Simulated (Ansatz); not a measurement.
**Hypothetical zinc blende RbBr under a change: isotropic strain −0.85 %**

Take RbBr in the zinc blende structure (space group F-43m, No. 216; a = 7.640 Å; a hypothetical phase, not in the database extracts checked) as the base.

It is then changed as follows: an isotropic linear strain of −0.85 %; the atoms relax in the strained cell.

Method: Ansatz (a program for electronic structure) PBEsol, no SOC. Γ-centred 8×8×8 mesh, Fermi–Dirac width 0.05 eV.

| quantity | base | changed | shift |
|---|---|---|---|
| volume per atom | 55.74 Å³ | 54.33 Å³ | -1.41 Å³ |
| space group | F-43m (No. 216) | F-43m (No. 216) | – |
| energy relative to the base (free energy F) | 0 meV/atom | +1.1 meV/atom | +1.1 meV/atom |
| pressure | 0.01 GPa | 0.25 GPa | +0.24 GPa |
| band gap | 4.16 eV | 4.19 eV | +0.03 eV |
| gap character | indirect, X → Γ | indirect, X → Γ | – |
| smallest direct gap | 4.27 eV | 4.31 eV | +0.04 eV |
| mean gap deformation potential ΔEg/Δln V | – | -1.1 eV | – |
| width of the top valence band | 0.11 eV | 0.12 eV | +0.01 eV |
| electron mass | 0.49 mₑ (at Γ) | 0.48 mₑ (at Γ) | – |

Cost of the whole job for the changed cell (relaxation, final SCF and bands): about 10 core-seconds (a rough figure).

Effective masses come from finite differences of ±0.01 Å⁻¹. Gaps are read on the SCF mesh and a high-symmetry path. Whether these cells are dynamically stable was not tested.
